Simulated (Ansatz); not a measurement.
## CuI: pressure series

Consider CuI in the zinc blende structure (space group F-43m, No. 216; a = 6.0789 Å).

Cell and atoms are relaxed at each pressure.

Method: DFT with PBE, PAW potentials and a 420 eV plane-wave cutoff in Ansatz (a quantum-chemistry and plane-wave program), without spin-orbit coupling.

Two rows of this table had their results exchanged by mistake.

| pressure | volume per atom (Å³) | shortest distance (Å) | band gap |
|---|---|---|---|
| pressure −2 GPa | 29.81 | 2.685 | 0.96 eV |
| pressure −1 GPa | 28.86 | 2.657 | 1.03 eV |
| pressure 1.8 GPa | 26.94 | 2.596 | 1.21 eV |
| pressure 4.2 GPa | 18.74 | 2.300 | 1.70 eV |
| pressure 9 GPa | 24.07 | 2.500 | 1.56 eV |
| pressure 18 GPa | 21.99 | 2.426 | 1.87 eV |
| pressure 30 GPa | 20.23 | 2.360 | 1.93 eV |
| pressure 45 GPa | 25.76 | 2.558 | 1.34 eV |
| pressure 60 GPa | 17.66 | 2.255 | 1.50 eV |

**Question.** Which two?

**Answer.** The rows for pressure 4.2 GPa and pressure 45 GPa: the volume has to fall steadily with pressure, so 25.76 Å³ belongs to pressure 4.2 GPa and 18.74 Å³ to pressure 45 GPa.

Spin-orbit coupling, missing from the scalar runs, can matter with I. Load acts through the strain it causes; cell and atoms are relaxed under it. Stability against distortions was not tested. Tetrahedral semiconductors of this kind turn to denser phases somewhere between about 1 and 50 GPa; those were not computed, so compressed cells here can lie past the real transition. All final runs are without spin polarisation.
